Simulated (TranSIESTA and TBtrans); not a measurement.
System: diphenylacetylene-4,4'-diyl held by selenolate Se between the apex atoms of two Al(100) rods. Leads: fcc Al rod along [100], layers of 5 and 4 atoms, a = 4.04 Å. Geometry: as built, not relaxed. Transport runs along z; the first 18 and the last 18 of the 93 atoms are the lead cells, repeated to infinity.

```xyz
93
Lattice="14.213 0.000 0.000 0.000 14.213 0.000 0.000 0.000 46.725" Properties=species:S:1:pos:R:3 pbc="F F T"
Al     7.107     7.107     0.000
Al     9.963     7.107     0.000
Al     7.107     9.963     0.000
Al     4.250     7.107     0.000
Al     7.107     4.250     0.000
Al     8.535     8.535     2.020
Al     5.678     8.535     2.020
Al     8.535     5.678     2.020
Al     5.678     5.678     2.020
Al     7.107     7.107     4.040
Al     9.963     7.107     4.040
Al     7.107     9.963     4.040
Al     4.250     7.107     4.040
Al     7.107     4.250     4.040
Al     8.535     8.535     6.060
Al     5.678     8.535     6.060
Al     8.535     5.678     6.060
Al     5.678     5.678     6.060
Al     7.107     7.107     8.080
Al     9.963     7.107     8.080
Al     7.107     9.963     8.080
Al     4.250     7.107     8.080
Al     7.107     4.250     8.080
Al     8.535     8.535    10.100
Al     5.678     8.535    10.100
Al     8.535     5.678    10.100
Al     5.678     5.678    10.100
Al     7.107     7.107    12.120
Al     9.963     7.107    12.120
Al     7.107     9.963    12.120
Al     4.250     7.107    12.120
Al     7.107     4.250    12.120
Al     8.535     8.535    14.140
Al     5.678     8.535    14.140
Al     8.535     5.678    14.140
Al     5.678     5.678    14.140
Al     7.107     7.107    16.160
Se     5.238     5.814    16.993
C      5.768     6.180    18.801
C      5.272     7.310    19.461
C      5.659     7.578    20.778
C      6.543     6.715    21.439
C      7.038     5.584    20.778
C      6.651     5.317    19.460
C      6.941     6.990    22.795
C      7.274     7.220    23.930
C      7.672     7.495    25.285
C      8.555     6.631    25.947
C      8.941     6.899    27.264
C      8.447     8.031    27.924
Se     8.977     8.397    29.732
C      7.566     8.894    27.264
C      7.178     8.628    25.947
H      4.590     7.980    18.955
H      5.269     8.456    21.280
H      7.723     4.910    21.279
H      7.037     4.442    18.954
H      8.943     5.753    25.446
H      9.623     6.228    27.771
H      7.181     9.770    27.770
H      6.495     9.303    25.445
Al     7.107     7.107    30.565
Al     8.535     8.535    32.585
Al     5.678     8.535    32.585
Al     8.535     5.678    32.585
Al     5.678     5.678    32.585
Al     7.107     7.107    34.605
Al     9.963     7.107    34.605
Al     7.107     9.963    34.605
Al     4.250     7.107    34.605
Al     7.107     4.250    34.605
Al     8.535     8.535    36.625
Al     5.678     8.535    36.625
Al     8.535     5.678    36.625
Al     5.678     5.678    36.625
Al     7.107     7.107    38.645
Al     9.963     7.107    38.645
Al     7.107     9.963    38.645
Al     4.250     7.107    38.645
Al     7.107     4.250    38.645
Al     8.535     8.535    40.665
Al     5.678     8.535    40.665
Al     8.535     5.678    40.665
Al     5.678     5.678    40.665
Al     7.107     7.107    42.685
Al     9.963     7.107    42.685
Al     7.107     9.963    42.685
Al     4.250     7.107    42.685
Al     7.107     4.250    42.685
Al     8.535     8.535    44.705
Al     5.678     8.535    44.705
Al     8.535     5.678    44.705
Al     5.678     5.678    44.705
```

Run with TranSIESTA and TBtrans (open boundaries, self-consistent; PseudoDojo norm-conserving potentials, scalar-relativistic): PAO.BasisSize SZP, PAO.EnergyShift 0.15 eV, XC.Authors PBE, Mesh.Cutoff 150 Ry, ElectronicTemperature 300 K, TS.Voltage 0.0 eV, TBT.Elecs.Eta 0.001 eV, no spin polarisation.

Energies count from the leads' Fermi level. Transmissions are for one spin of a degenerate pair. The energy step is 0.02 eV; narrower resonances are cut or missed.

```tsv
E (eV)	T
-0.20	0.000558
-0.16	0.000667
-0.12	0.000846
-0.08	0.00110
-0.04	0.00144
0.00	0.00192
0.04	0.00297
0.08	0.00385
0.12	0.00455
0.16	0.00531
0.20	0.00620
```

**Question.** Give the zero-bias conductance in μS and the resistance at 300 K.

**Answer.** At the Fermi level T = 0.00192. Averaged with −∂f/∂E over the full grid (kT = 25.9 meV) it is 0.00214. With G0 = 2e²/h = 77.48 μS, G = 0.166 μS and R = 1/G = 6020 kΩ.

**Question.** Estimate the thermopower by Mott's formula S = −(π²/3)(kB²T/e) d ln T/dE from the rows at -0.04 and 0.04 eV.

**Answer.** d ln T/dE = 9.05 eV⁻¹ and (π²/3) kB²T/e = 7.33 μV/K · eV, so S = -66 μV/K; the full integral gives -58 μV/K. A negative sign means that T rises with energy over the thermal window.

**Question.** The eigenchannels at the Fermi level transmit 0.00192. What Fano factor of the shot noise follows at low temperature and bias?

**Answer.** F = Σ τ(1 − τ)/Σ τ = 0.00192/0.00192 = 1.00.

The leads' channel count changes near 0.03 eV, within the thermal window, so values at the Fermi level hang on where that band edge falls. Semilocal functionals put molecular levels too close to the Fermi level and tend to overestimate such conductances.
